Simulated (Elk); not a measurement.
A self-consistent single point of Cs (Im-3m, 1 atom in the cell) with Elk.

Computed with Elk with PBEsol, all-electron FP-LAPW, Elk's shipped species files, APW+lo basis with extra local orbitals.

```xyz
1
Lattice="-3.0347 3.0347 3.0347 3.0347 -3.0347 3.0347 3.0347 3.0347 -3.0347" Properties=species:S:1:pos:R:3 pbc="T T T"
Cs     0.0000     0.0000     0.0000
```

Reference input (self-consistent single point, DFT, PBEsol, all-electron FP-LAPW, Elk's shipped species files, APW+lo basis with extra local orbitals): xctype = 22; rgkmax = 7.5; swidth = 0.00367493 Ha; ngridk = 7 7 7; gmaxvr = 14 1/bohr; nxlo = 2; lorbcnd = true; lmaxi = 2; maxscl = 100. This run's input differs from it in these lines:

```diff
@@ -21,4 +21,7 @@
 
+stype
+  0
+
 swidth
-  0.00367493
+  0.0183747
 
@@ -42,3 +45,3 @@
 ngridk
-  7 7 7
+  12 12 12
```

Output (repeated stretches shortened):

```
│ Self-consistent loop started │
│ Loop number : 1 │
 total energy                :     -7787.73050774
│ Loop number : 2 │
 total energy                :     -7787.74762799
RMS change in Kohn-Sham potential (target) :   0.6169591383E-01 (  0.1000000000E-05)
Absolute change in total energy (target)   :   0.1712024962E-01 (  0.1000000000E-03)
│ Loop number : 3 │
 total energy                :     -7787.75438693
RMS change in Kohn-Sham potential (target) :   0.5827995244E-01 (  0.1000000000E-05)
Absolute change in total energy (target)   :   0.1103901086E-01 (  0.1000000000E-03)
│ Loop number : 4 │
   [... lines left out ...]
Absolute change in total energy (target)   :   0.7795787005E-03 (  0.1000000000E-03)
│ Loop number : 12 │
 total energy                :     -7787.19706531
RMS change in Kohn-Sham potential (target) :   0.1686108101E-06 (  0.1000000000E-05)
Absolute change in total energy (target)   :   0.1762700595E-03 (  0.1000000000E-03)
│ Loop number : 13 │
 total energy                :     -7787.19707098
RMS change in Kohn-Sham potential (target) :   0.8476605614E-07 (  0.1000000000E-05)
Absolute change in total energy (target)   :   0.3840644422E-04 (  0.1000000000E-03)
Convergence targets achieved

│ Loop number : 14 │

Energies :
 Fermi                       :     0.581629096734E-01
 total energy                :     -7787.19707159

Density of states at Fermi energy :    31.46129571
 (states/Hartree/unit cell)

Estimated indirect band gap :   0.2195410124E-02
 from k-point     23 to k-point      7
Estimated direct band gap   :   0.4011161866E-01
 at k-point     23

Charges :
 core                        :    36.00000000
 valence                     :    19.00000000
 interstitial                :    2.015106238
 muffin-tins (core leakage)
  species :    1 (Cs)
   atom    1                 :    52.98489376     (  0.1241393729E-04)
 total in muffin-tins        :    52.98489376
 total calculated charge     :    54.99809118
 total charge                :    55.00000000
 error                       :   0.1908816682E-02

│ Self-consistent loop stopped │
```

The run converged in 14 iterations. The count includes the last loop, which Elk runs after its targets are met. 

The starting cell has typed, rounded lattice constants, without a prior relaxation at this level. Its lattice was rescaled by up to half a per cent. Values depend on the basis (sphere radii, cutoffs, local orbitals), which need not be converged. The log's line on a gap gives a spacing of levels on this mesh, which the program prints for metals too.
